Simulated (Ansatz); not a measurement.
AlRu in the CsCl type structure (space group Pm-3m, No. 221)

```
AlRu
1.0
    3.00370     0.00000     0.00000
    0.00000     3.00370     0.00000
    0.00000     0.00000     3.00370
Al Ru
1 1
Cartesian
  1.50185   1.50185   1.50185
  0.00000   0.00000   0.00000
```

Calculations: PBE (Ansatz, an electronic-structure program, PAW, spin-orbit coupling left out). Γ-centred 15×15×15 mesh, Fermi–Dirac width 0.05 eV.

Volume per atom: 13.55 Å³
Density: 7.85 g/cm³
Band gap: zero
Total energy: -3208.736 eV/atom (σ→0; compares only within this code and set-up)

No phonon test of stability was made. The final runs are not spin-polarised.
